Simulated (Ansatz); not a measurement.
System: Al2Cu (I4/mcm, No. 140, 6 atoms in the cell; start mp-998). Method: PBE in Ansatz (PAW).

Run with plane-wave cutoff 520 eV, 14×14×14 k mesh, Fermi–Dirac smearing 0.05 eV, no spin polarisation, scalar-relativistic PAW data made under PBE.

Cell (relaxed at this level):

Space group I4/mcm (No. 140); a = b = 6.0573 Å, c = 4.8764 Å, α = β = γ = 90.00°

```csv
atom,site,symmetry,x,y,z
Al,8h,m.2m,0.1584,0.3416,0.0000
Cu,4a,422,0.0000,0.0000,0.2500
```
(The calculation used a cell of 6 atoms; values per cell refer to that cell.)

Q: Estimate the bulk modulus that the calculation returns.

A: 
bulk modulus: 100 GPa

Note: the bulk modulus is −V dP/dV from two relaxed cells at ±2 % in volume; the relaxation could not lower the start's symmetry, so the cell can be a saddle point above a distorted one.

Computed values are for the static lattice.

A start named mp-… is a Materials Project structure, which need not be a measured phase.

Ansatz is a quantum-chemistry and plane-wave program.
